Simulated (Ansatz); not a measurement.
Hypothetical CdI2 type TeS2, thickness series

The parent structure is TeS₂ in the CdI2 type structure (space group P-3m1, No. 164; a = 3.795 Å, c = 5.901 Å; a hypothetical phase, not in the database extracts checked; layered, stacked along the Cartesian z axis).

Free-standing slabs (3 atom(s) a layer) normal to the stacking axis with 15 Å of vacuum; in-plane cell relaxed.

Level of theory: Ansatz (a program for electronic structure), r2SCAN+rVV10, PAW, cutoff 500 eV, without spin-orbit coupling.

Before the change:

```
Property    Value
--------  -------
Band gap  0.37 eV
```

**Question.** The aim is a band gap between 0.74 eV and 0.80 eV. Which of these changes reaches it?
A. 2 layers
B. 3 layers
C. 4 layers
D. 1 layer

**Answer.** D, 1 layer. It gives 0.76 eV; 4 layers gives 0.51 eV; 2 layers gives 0.67 eV; 3 layers gives 0.57 eV. Changes not listed may reach it too

With Te present, leaving out spin-orbit coupling can change the band edges. Whether these cells are dynamically stable was not tested.
